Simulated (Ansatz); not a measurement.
A periodic model of amorphous Al$_{28}$O$_{41}$F$_{2}$:

```
Al28F2O41
1.0
    9.19891     0.00000     0.00000
    0.00000     9.19891     0.00000
    0.00000     0.00000     9.19891
Al O F
28 41 2
Direct
  0.91844   0.84141   0.11413
  0.20896   0.09105   0.31383
  0.39956   0.71512   0.37905
  0.66488   0.11974   0.77305
  0.22750   0.38802   0.70840
  0.70841   0.35139   0.29334
  0.20503   0.23897   0.07497
  0.15367   0.90760   0.56205
  0.00439   0.36017   0.47034
  0.27849   0.86244   0.08842
  0.87849   0.87228   0.76890
  0.03791   0.60759   0.92515
  0.53366   0.53801   0.62658
  0.01530   0.17005   0.78107
  0.53731   0.10910   0.41649
  0.87261   0.03747   0.33902
  0.33716   0.39511   0.37351
  0.82002   0.43716   0.73875
  0.80943   0.65556   0.44204
  0.86826   0.19428   0.04152
  0.50638   0.35138   0.89328
  0.62685   0.85319   0.62398
  0.36257   0.54448   0.06302
  0.72689   0.55948   0.06843
  0.63916   0.84096   0.24760
  0.11481   0.65222   0.29919
  0.32933   0.77271   0.78615
  0.34395   0.06386   0.79593
  0.28758   0.55332   0.24614
  0.49505   0.15458   0.86652
  0.54625   0.52058   0.00590
  0.61655   0.06269   0.58655
  0.86505   0.25131   0.37175
  0.21711   0.76504   0.43038
  0.32420   0.93720   0.65461
  0.52698   0.29772   0.35878
  0.26047   0.66801   0.95728
  0.83961   0.12850   0.86302
  0.34108   0.91554   0.91663
  0.20111   0.28183   0.26707
  0.33880   0.35712   0.01158
  0.94292   0.30764   0.65153
  0.41286   0.43171   0.73603
  0.09821   0.49238   0.79116
  0.02121   0.98843   0.69806
  0.43778   0.79755   0.19845
  0.69121   0.92081   0.79792
  0.66848   0.32872   0.78153
  0.49925   0.71344   0.70492
  0.23606   0.05292   0.12626
  0.74172   0.32293   0.10463
  0.04187   0.24896   0.98020
  0.90799   0.03626   0.14501
  0.98610   0.55233   0.41410
  0.72542   0.54458   0.27853
  0.81846   0.78176   0.60300
  0.43238   0.54241   0.46539
  0.73324   0.76039   0.09224
  0.72586   0.52134   0.58207
  0.96865   0.79484   0.92434
  0.36293   0.04958   0.40431
  0.21187   0.20048   0.76649
  0.58090   0.78508   0.43480
  0.66899   0.03202   0.29637
  0.85390   0.82396   0.32274
  0.06042   0.02720   0.41898
  0.84290   0.53805   0.90482
  0.19875   0.36850   0.51664
  0.10717   0.80016   0.17159
  0.15717   0.74077   0.69531
  0.02490   0.55010   0.11629
```

Methods: PBE, scalar-relativistic without spin-orbit coupling (Ansatz, a program for electronic structure); r2SCAN, scalar-relativistic without spin-orbit coupling (Ansatz); HSE06, scalar-relativistic without spin-orbit coupling (Ansatz). Neutral PBE cell, which sets geometry, pressure and energy: sampling: a 2×2×2 Γ-centred mesh; Fermi-Dirac width 0.02 eV; no spin polarisation. Exact exchange is cut at the faces of this 9 Å cell, which leaves hybrid gaps a finite-size error.

A CHGNet melt-quench gave the starting glass, which DFT then relaxed. O and F atoms were pushed apart under 1.9 Å during the dynamics, to hinder bonds among them. The hot cell started wider than the set density and was brought back towards it in steps. It is the lowest in DFT energy of 2 quenches. It is a model cell: composition and starting density were chosen by hand, and all elements were melted together. No dispersion term was used. Its density started from a set value of 3.09 and ended at 3.09 g/cm³. Cooling (nominally 340 K/ps over its main leg) ran many orders faster than in experiment, which tends to leave more defects and strain. A cell of this size samples the disorder only roughly. The volume was held where the preparation left it. Cycles of charging lowered its energy after that relaxation.

### Question
Give the pressure and the spacing of the highest filled and lowest empty levels.

### Answer

```json
{
  "Pressure on a 2×2×2 Γ-centred mesh": "-0.10 GPa",
  "Largest force and stress component on that mesh (the relaxation ran on the zone centre alone)": "0.04 eV/Å and 2.8 GPa",
  "Level gap on a 2×2×2 Γ-centred mesh (PBE)": "3.39 eV",
  "Level gap at the zone centre (PBE)": "3.39 eV",
  "Level gap at the zone centre (r2SCAN)": "4.03 eV",
  "Level gap at the zone centre (HSE06)": "5.10 eV",
  "Distance between the nearest levels spread over more than a fifth of the atoms or a third of the atoms of their main element (six at least) (PBE, zone centre)": "4.17 eV"
}
```

### Question
At PBE and the zone centre, how localised are the states just below and above the Fermi level (participation number: the atoms over which a state spreads)?

### Answer
The highest filled state is spread over 2.9 atoms' worth, largest on O44, with weights by element (charge in smoothed Voronoi cells) O 0.92, Al 0.05, F 0.03. The lowest empty state is spread over 61.9 atoms' worth, largest on Al16, with weights by element (charge in smoothed Voronoi cells) O 0.56, Al 0.41, F 0.03.

At PBE the levels at the filled edge of the gap are localised (band-tail or defect states), and the nearest spread-out levels lie 4.2 eV apart at the zone centre.

Bonds are counted up to Al-Al 2.66 Å, Al-O 2.30 Å, Al-F 2.14 Å, O-O 1.58 Å, O-F 1.48 Å, F-F 1.37 Å. Two cations that share two anions don't count as bonded, nor two that share one unless they lie closer than Al-Al 2.59 Å.

Added carriers, by PBE, scalar-relativistic without spin-orbit coupling (Ansatz) on the zone centre alone. Charged cells keep the cell fixed and stand in a uniform background, with no image correction, at a width of 0.01 eV; where the count is odd the moment is locked at 1 μB, unless the neutral cell bore moments. Each starts from the undistorted neutral geometry alone. PBE's self-interaction favours spread-out carriers, so it can miss traps that a hybrid finds.

### Question
What happens at PBE when the cell takes an extra electron and the atoms relax?

### Answer
Relaxation lowers the charged cell by 0.02 eV. The largest moves are Al16 0.02 Å, F71 0.02 Å, O64 0.02 Å, O31 0.01 Å. The level that holds the added charge spreads over 60.7 atoms' worth, most on Al16 (weight 0.04): a carrier spread over the cell. No bond crosses its cut-off with a change of over 0.15 Å (metal-metal contacts aside). Made neutral again at that geometry, the cell lies +0.02 eV from the neutral start.

### Question
What happens at PBE when the cell takes a hole and the atoms relax?

### Answer
Relaxation lowers the charged cell by 0.30 eV. The largest moves are O37 0.31 Å, O42 0.23 Å, Al10 0.22 Å, O44 0.19 Å. The level that was emptied spreads over 3.0 atoms' worth, most on O44 (weight 0.51): a localised (trapped) carrier, which neighbours of that atom can share. Bonds broken: Al10-O37. Made neutral again at that geometry, the cell lies +1.07 eV from the neutral start.
